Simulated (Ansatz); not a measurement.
We consider GeS₂ (P4₂/nmc, No. 137, 6 atoms in the cell; start mp-1071032), described by HSE06 (PAW; Ansatz, a program for electronic structure).

Run with plane-wave cutoff 500 eV, 6×6×2 k mesh (along the axes of the cell as run), gaussian smearing 0.02 eV, scalar-relativistic PAW data made under PBE.

Cell (relaxed with PBEsol):

```
CELL_PARAMETERS angstrom
      3.47045     0.00000     0.00000
      0.00000     3.47045     0.00000
      0.00000     0.00000    11.07592
ATOMIC_POSITIONS crystal
  Ge 0.00000 0.00000 0.50000
  Ge 0.50000 0.50000 0.00000
  S  0.00000 0.50000 0.87175
  S  0.00000 0.50000 0.37175
  S  0.50000 0.00000 0.62825
  S  0.50000 0.00000 0.12825
```

### Question
Predict the band gap.

### Answer

* **band gap**: 2.26 eV (on the SCF k mesh)

Note: cell and atoms aren't relaxed at this level (pressure 0.2 GPa).

Spin–orbit coupling is not included.

The computed numbers hold no vibrational or temperature effects.

A start named mp-… is a Materials Project structure, which need not be a measured phase.
